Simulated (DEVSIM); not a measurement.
# Schottky contact on p-type InP

Device: Schottky contact on p-type InP, at 300 K.

```tsv
layer (left to right)	material	thickness (μm)	Na (cm⁻³)	τn (s)	τp (s)
1	InP	19.0	3.8e16	3.3e-10	3.3e-10
2	InP	0.120	1.2e18	3.3e-10	3.3e-10
```

Left contact: Schottky, work function 4.704 eV, emission velocity 1.9e6 cm/s. Right contact: ohmic. Voltage is applied to the left contact. Recombination: SRH at mid-gap. Mobility is μmin + (μ − μmin)/(1 + (N/Nref)^α).

This is a model device: material constants are rounded textbook-type values typed into the input, and sizes, dopings and lifetimes were drawn at random. Values at 300 K.

```
parameter         InP
-------------  ------
gap (eV)        1.344
affinity (eV)    4.38
permittivity     12.5
Nc (cm⁻³)      5.7e17
Nv (cm⁻³)      1.1e19
μn (cm²/Vs)      5200
μp (cm²/Vs)       170
μn,min            400
μp,min             10
Nref,n           3e17
Nref,p         4.9e17
αn               0.47
αp               0.62
```

Model (solved in DEVSIM): 1D drift-diffusion, Boltzmann statistics, complete ionisation; no tunnelling, impact ionisation, image-force lowering or self-heating. Metal contacts follow the ideal Schottky-Mott rule: no Fermi-level pinning, no interface dipoles.

The potential step across the device at zero bias is 0.963 V and the dark forward voltage at 1 A/cm² is 0.641 V. The dark forward voltage at 100 A/cm² is 0.981 V.

Dark forward current:

(V (V), J (A/cm²)): (-0.05, -6.3e-9); (-0.20, -2.2e-7); (-0.35, -1.9e-5); (-0.50, -0.0051); (-0.65, -1.4); (-0.80, -32); (-0.95, -88); (-1.10, -150); (-1.25, -210); (-1.40, -280); (-1.55, -350); (-1.70, -410); (-1.85, -480); (-2.00, -550)

Small-signal capacitance in reverse bias (quasi-static):

| V (V) | C (nF/cm²) |
|---|---|
| 0.04 | 61.6 |
| 0.1 | 59.6 |
| 0.2 | 56.7 |
| 0.3 | 54.2 |
| 0.4 | 52.0 |
| 0.6 | 48.3 |
| 0.8 | 45.2 |
| 1 | 42.7 |
| 1.3 | 39.6 |
| 1.6 | 37.1 |
| 2 | 34.4 |
